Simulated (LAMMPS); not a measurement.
LAMMPS 22 Jul 2025, classical MD, Stillinger-Weber (Si.sw): Si, 32768 atoms.

```text
units metal
atom_style atomic
read_data unit.data
replicate 16 16 16
pair_style sw
pair_coeff * * Si.sw Si
change_box all z delta 0.0 $(2*lz) units box
velocity all create 1600 4928 dist gaussian loop geom
fix 1 all nve
fix 2 all langevin 800 800 0.04 9876 zero yes
timestep 0.001
thermo 100
run 300
reset_timestep 0
write_restart start.rst
```

```text
processors 1 1 64
read_restart start.rst
pair_style sw
pair_coeff * * Si.sw Si
neighbor 2.0 bin
neigh_modify every 1 delay 0 check yes
fix 1 all nve
timestep 0.001
thermo_style custom step temp pe etotal press
thermo_modify format float %.10g
thermo 100
group probe id 1:48
dump probe probe custom 1000000 forces.txt id fx fy fz
dump_modify probe sort id format float %.8g
run 2000
```

```bash
# ahead of the timed run: OMP_NUM_THREADS=1 mpirun -np 48 lmp -in in.warm -log none -nocite
OMP_NUM_THREADS=1 mpirun -np 64 lmp -in in.lmp -log log.lammps -nocite
```

It runs on a single node (Intel Xeon 6 (Granite Rapids), 96 cores on 1 socket, 2 hardware threads a core, 3 L3 cache groups, 3 NUMA nodes).

On 64 ranks this takes 3.8 s. Times are wall-clock medians of two to five runs, from launch to exit, with nothing else on the machine. Unless noted, each process is bound to its own block of adjacent cores. Build: conda-forge: Open MPI, OPENMP and OPT packages, FFTW. Other compilers and libraries give other times. Scratch files lie in a memory file system. A preparatory run goes ahead and isn't timed.

Problem. What should be changed to get the same answer (within 1.0 meV/atom in energy, 10 meV/Å in forces on 48 atoms, 0.20 meV an atom in drift of the total energy) sooner? Keep to 64 cores.

Solution. One answer among several that fit: going from processors = 1 1 64 to processors = * * 1, one of the fastest among the values tried that keep the result.

```diff
-processors 1 1 64
+processors * * 1
```

Time: 3.8 s to 1.8 s (2.1× as fast). The largest move is in other (Other): 1.9 s to 0.055 s. The slowest rank's pair time is 3.22 times the mean in the first run and 1.04 times in the second; the others wait. As resolved by the program: grid of ranks 1 by 1 by 64 against 8 by 8 by 1. These two results differ by: energy equal as printed, forces on 48 atoms equal as printed, drift of the total energy equal as printed. Others tried: processors = 8 8 1 (1.9 s); processors = 64 1 1 (2.1 s); processors = * * * (default) (3.6 s); processors = 4 4 4 (3.6 s). Launch, exit and the like take 0.70 s of the 1.8 s.
